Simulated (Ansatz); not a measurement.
# SrMoO3: pressure 7.5 GPa

Base system: SrMoO3 in the cubic perovskite structure (space group Pm-3m, No. 221; a = 3.9503 Å; a cell from a computed database, its experimental status unchecked).

It is then changed as follows: a hydrostatic pressure of 7.5 GPa.

Computed with PBEsol/PAW in Ansatz (a quantum-chemistry and plane-wave program), without spin-orbit coupling. Γ-centred 12×12×12 mesh, Fermi–Dirac width 0.05 eV.

```tsv
quantity	base	changed	shift
volume per atom	12.33 Å³	11.91 Å³	-0.42 Å³
shortest interatomic distance	1.975 Å	1.953 Å	-0.0226 Å
enthalpy H = E + PV relative to the base's energy	–	+0.57 eV/atom	–
band gap	zero	zero	–
```

Final structure:

```
CELL_PARAMETERS angstrom
      3.90515     0.00000     0.00000
      0.00000     3.90515     0.00000
      0.00000     0.00000     3.90515
ATOMIC_POSITIONS crystal
  Sr 0.50000 0.50000 0.50000
  Mo 0.00000 0.00000 0.00000
  O  0.50000 0.00000 0.00000
  O  0.00000 0.50000 0.00000
  O  0.00000 0.00000 0.50000
```

Load acts through the strain it causes; cell and atoms are relaxed under it. Whether these cells are dynamically stable was not tested. Competing high-pressure phases were not computed. No Hubbard U is applied, and correlation can decide whether such a compound is a metal. The final runs are not spin-polarised. Many cubic perovskites are stable only at high temperature; tilts and polar distortions were not tested.
